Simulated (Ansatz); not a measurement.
Input and output of a self-consistent single point for a (001) slab of Pb (cut from a parent of space group no. 194; 4 atoms in the cell) (Ansatz, a first-principles code).

Level of theory: PBEsol, default PAW files made with PBE (plane waves; Ansatz).

```
CELL_PARAMETERS angstrom
      3.45423     0.00000     0.00000
     -1.72712     2.99145     0.00000
      0.00000     0.00000    22.95110
ATOMIC_POSITIONS crystal
  Pb 0.33333 0.66667 0.30500
  Pb 0.66667 0.33333 0.43500
  Pb 0.33333 0.66667 0.56500
  Pb 0.66667 0.33333 0.69500
```

Reference input (self-consistent single point, DFT, PBEsol, plane waves, default PAW files made with PBE): basis.ecutwfc = 420 eV; kpoints.mp_grid.grid = 10 10 1; hamiltonian.xc = pbesol; hamiltonian.pseudopotentials = {kind: paw} (the program's default PAW files); scf.occupations.method = gaussian; scf.occupations.width = 0.1 eV. This run's input differs from it in these lines:

Ansatz 0.2 input:
```diff
@@ -15,3 +15,3 @@
   mp_grid:
-    grid: [10, 10, 1]
+    grid: [28, 28, 1]
 hamiltonian:
```

Log, with long lists cut:

```
SCF iter   1: F=—  HF=-47019.197374 eV  |F-HF|=—  |Δ(HF+E_count)|=         —  Δρ=1.56e-3  dr2=3.52e-2  ethr=1.77e-3  ⟨swp⟩=8.1  Hψ=12710  notcnv=0
all-band conjugate gradients solve this SCF's bands
preconditioner: auto → LDOS
SCF iter   2: F=—  HF=-47019.196277 eV  |F-HF|=—  |Δ(HF+E_count)|=   1.10e-3  Δρ=8.69e-4  dr2=2.00e-3  ethr=6.28e-5  ⟨swp⟩=3.0  Hψ=5817  notcnv=0  defer=45
SCF iter   3: F=—  HF=-47019.195827 eV  |F-HF|=—  |Δ(HF+E_count)|=   4.50e-4  Δρ=3.08e-4  dr2=4.85e-4  ethr=3.57e-6  ⟨swp⟩=2.0  Hψ=4918  notcnv=0  defer=45
SCF iter   4: F=—  HF=-47019.195743 eV  |F-HF|=—  |Δ(HF+E_count)|=   8.43e-5  Δρ=7.29e-5  dr2=1.54e-5  ethr=8.67e-7  ⟨swp⟩=2.3  Hψ=4681  notcnv=0  defer=45
SCF iter   5: F=—  HF=-47019.195669 eV  |F-HF|=—  |Δ(HF+E_count)|=   7.37e-5  Δρ=1.83e-5  dr2=1.46e-6  ethr=2.75e-8  ⟨swp⟩=2.0  Hψ=4896  notcnv=0  defer=45
SCF iter   6: F=-47019.195669 eV  HF=-47019.195669 eV  |F-HF|=2.76e-9  |Δ(HF+E_count)|=   1.35e-7  Δρ=2.51e-6  dr2=2.45e-8  ethr=1.79e-10  ⟨swp⟩=9.3  Hψ=16876  notcnv=0
SCF 1 converged in 6 iterations: F = -47019.195669 eV  dr2 = 2.45e-8
Free energy (F): -47019.195669 eV
Internal energy: -47019.183423 eV  (E = F + TS)
E sigma→0 (E₀):  -47019.189546 eV
Entropy (-TS):   -0.012247 eV (-3.062 meV/atom)
Fermi energy:    3.731609 eV
--- Forces (eV/Å), atoms counted from 1 ---
  atom   1  Pb    -0.00000000     0.00000000     0.38065287
  atom   2  Pb     0.00000000    -0.00000000    -0.33339651
  atom   3  Pb     0.00000000     0.00000000     0.33339651
  atom   4  Pb     0.00000000    -0.00000000    -0.38065287
--- Stress (GPa, compression-positive) ---
       -0.938160       0.000000      -0.000000
        0.000000      -0.938160       0.000000
       -0.000000       0.000000      -1.629822
  P = ⅓ Tr σ = -1.1687 GPa (-11.687 kbar)
  The stress holds the Pulay correction. Without it, at fixed plane waves, as pw.x and ABINIT print it: P = -1.1787 GPa
```

The run converged in 6 iterations. Against the reference run the free energy falls by 2.3 meV/atom and the largest force goes from 0.363 to 0.381 eV/Å.

The starting cell comes from a database of computed structures (which also holds hypothetical and non-ambient phases and stackings), without a prior relaxation at this level. The slab is cut from that crystal, and its faces are unrelaxed. Its lattice was rescaled by up to half a per cent. Spin-orbit coupling is off.
